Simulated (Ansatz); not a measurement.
An Ansatz (an electronic-structure program) input (PBEsol-D3(BJ), PAW, 420 eV (Ansatz; spin-orbit coupling left out)):

Ansatz 0.2 input:
```yaml
crystal:
  lattice:
    - [4.4140721595, 0, 0]
    - [2.2070360797, 3.8226986242, 0]
    - [0, 0, 6.7602179594]
  atoms:
    - { symbol: Pb, position: [0, 0, 0] }
    - { symbol: I, position: [0.3333333333, 0.3333333333, 0.2802356686] }
    - { symbol: I, position: [0.6666666667, 0.6666666667, 0.7197643314] }
basis: { ecutwfc: 420, ecutrho_ratio: 4, xc_grid: 2, fft_grid_basis: typed }
kpoints: { mp_grid: { grid: [9, 9, 5] } }
hamiltonian:
  xc: pbesol
  dispersion: d3bj
  pseudopotentials: { kind: paw }
scf: { occupations: { method: fermi_dirac, width: 0.05 } }
relax: { f_tol: 0.005, max_steps: 50, cell: { stress_tol: 0.01, fix: [a, b, gamma] } }
output: { forces: true, stress: true }
checkpoint: { write: state.ck, write_every: 1000 }
```

Question: Which symmetry and how many k-points will the program report, and about how many plane waves at Γ?

Answer: Space group P-3m1 (ITA 164) with 12 operations, k-points 50 of 405, and 2249 plane waves at Γ.

The cells carry an imposed strain or load. Stability against distortions was not tested. The cell was made from PbI2 in the CdI2 type structure (space group P-3m1, No. 164; layered) by this change: biaxial strain −0.56 %, plane normal [001], relaxed out of plane.
